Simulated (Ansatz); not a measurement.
Defect: Pd vacancy in fcc Pd, neutral cell. These are PBE, PAW (plane waves to 420 eV; Ansatz, a quantum-chemistry and plane-wave program) values and carry that method's errors.

Cell of 32 host sites held at the relaxed PBE lattice; a 2×2×2 k-point mesh shifted by half a step; Fermi-Dirac width 0.10 eV, spin-restricted; finite-size errors left in. Static, classical nuclei. Forms of the defect that were not tried may lie lower.

Barriers: single points on a 4×4×4 k-point mesh shifted by half a step at the bands' geometries (they differ from the bands' own by up to 0.06 eV, and are uncertain by about as much).

The step: a nearby Pd atom hops onto the vacant site. Atoms about the jump, Cartesian Å from the middle of the jump, before and after:

```tsv
atom	x0	y0	z0	x1	y1	z1
Pd1	0.00	-0.95	0.95	0.00	0.95	-0.95
Pd2	1.94	-0.95	-0.99	1.94	-0.99	-0.95
Pd3	-1.94	-0.95	-0.99	-1.94	-0.99	-0.95
Pd4	-1.94	0.99	0.95	-1.94	0.95	0.99
Pd5	1.94	0.99	0.95	1.94	0.95	0.99
Pd6	0.00	-2.95	-0.99	0.00	-2.93	-0.95
Pd7	0.00	-0.95	-2.93	0.00	-0.99	-2.95
Pd8	0.00	0.99	2.95	0.00	0.95	2.93
Pd9	0.00	2.93	0.95	0.00	2.95	0.99
Pd10	-1.96	-2.95	0.97	-1.94	-2.93	0.99
Pd11	-1.94	0.99	-2.93	-1.96	0.97	-2.95
Pd12	1.94	0.99	-2.93	1.96	0.97	-2.95
Pd13	1.96	-2.95	0.97	1.94	-2.93	0.99
Pd14	-1.94	2.93	-0.99	-1.96	2.95	-0.97
Pd15	1.94	2.93	-0.99	1.96	2.95	-0.97
Pd16	1.96	-0.97	2.95	1.94	-0.99	2.93
Pd17	-1.96	-0.97	2.95	-1.94	-0.99	2.93
```

Q: Give the saddle-point geometry and the barrier.

A: 
```csv
atom,x,y,z
Pd1,0.00,0.00,-0.01
Pd2,2.11,-1.03,-1.04
Pd3,-2.11,-1.03,-1.04
Pd4,-2.11,1.03,1.02
Pd5,2.11,1.03,1.02
Pd6,0.00,-2.89,-0.95
Pd7,0.00,-0.94,-2.90
Pd8,0.00,0.93,2.88
Pd9,0.00,2.89,0.92
Pd10,-1.92,-2.93,0.97
Pd11,-1.92,0.98,-2.94
Pd12,1.93,0.98,-2.94
Pd13,1.93,-2.93,0.97
Pd14,-1.92,2.93,-0.99
Pd15,1.93,2.93,-0.99
Pd16,1.93,-0.98,2.92
Pd17,-1.92,-0.98,2.92
```
It lies 0.99 eV above the start and 0.99 eV above the end. The saddle point's order was not checked, and it lies on a symmetry element of the cell, where a band can be held.
